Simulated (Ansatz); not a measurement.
**Al2O3: energy against strain**

Al2O3 (corundum, R-3c, 8.761 Å³/atom at rest, c along z) under a strain ε along c (axis z), the other axes held. PBE in Ansatz, a plane-wave DFT program (PAW, default set), 420 eV, 8×8×8 Γ-centred mesh, Fermi-Dirac smearing 0.05 eV; ions are relaxed within the symmetry of each cell.

Here s stands for strain and y for E less E0.

| strain (%) | E less E0 (meV/atom) |
|---|---|
| -3.00 | ? |
| -1.50 | 2.84 |
| -0.75 | 0.72 |
| 0.00 | 0.00 |
| 0.75 | 0.69 |
| 1.50 | 2.76 |

### Question
Using a parabola, estimate the missing y at s = -3.00 from the other rows, showing the fit.

### Answer
Least squares gives y = 0.003 - 0.0253·s + 1.2432·s². Residuals (row less fit): 0.002, -0.001, -0.003, 0.007, -0.002; standard error 0.006 (degrees of freedom: 2). Twice the quadratic coefficient over the volume, 2 × 1.2432 meV × 10⁴ × 0.1602 / 8.761 Å³, is the elastic constant C33 = 455 ± 1.0 GPa. At the withheld row, y = 0.003 - 0.0253 × (-3.00) + 1.2432 × (-3.00)² = 11.268 meV/atom. The calculation gives 11.49 meV/atom, 0.222 meV/atom above the prediction (1.9 % of the range of y in the table). The row lies outside the fitted rows, so this is an extrapolation. The fitted rows scatter only by rounding.

One order more, fitted to all 9 runs of the series, follows each within 0.01, so the miss is the next term of a smooth law. Rows are the converged runs of the series near zero and its far end; series whose fitted rows scatter by over a few per cent of the range, as at a crossing or softening among them, aren't shown in this form. Most that stay on the fit to the last digits aren't either.
